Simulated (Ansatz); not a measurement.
Point defect Ce on the Si site (Ce_Si) in beta Si3N4

Calculation: PBE, PAW (plane waves to 420 eV; Ansatz, a first-principles code). Cell: 84 sites, 1×1×3; final energies on a 2×2×2 shifted mesh. Site at the start: the Si(1,4-fold) site. Energies of charged states are corrected for periodic images (point charge plus alignment at distant sites). Dielectric constants: PBE linear response of the host. Host gap at this level: 4.25 eV. These values are not converged in cell size to better than tenths of an eV. The semilocal functional narrows the gap, so deep levels can fall outside it. Spin–orbit coupling is left out, and no Hubbard U is applied to the open shells. Each state is the lowest found from its start.

Formation energies E_f are given with the Fermi level at the valence-band maximum. Chemical conditions: Si-rich (Δμ(Si) = 0.00 eV, Δμ(Ce) = -1.97 eV, bounded by CeSi2 (I4_1/amd); only phases computed here count, gases as isolated molecules at 0 K). Reference phases: Ce: fcc Ce, Si: silicon.

```csv
charge,moment (μB),largest move off a lattice site (Å),image correction with alignment (eV),"E_f, Si-rich (eV)"
+1†,1.0,0.62,0.51,–
0,not spin-polarised,0.50,0.00,5.13
−1,1.0,0.59,-0.12,7.87
```

† Not settled in this cell, so no level is given: charge +1: a level filled in part, carriers not clearly localised, level within 0.1 eV of a band edge or past it.

Transition levels above the valence-band maximum: ε(0/−1) = 2.74 eV. With a charge missing or unsettled, these needn't be thermodynamic levels.

Flagged in the runs: a doubtful potential alignment, a host whose relaxation on this sampling wasn't shown to rest, a strain field that reaches the edge of the cell.

All states together cost about 100 core-minutes (a rough figure).
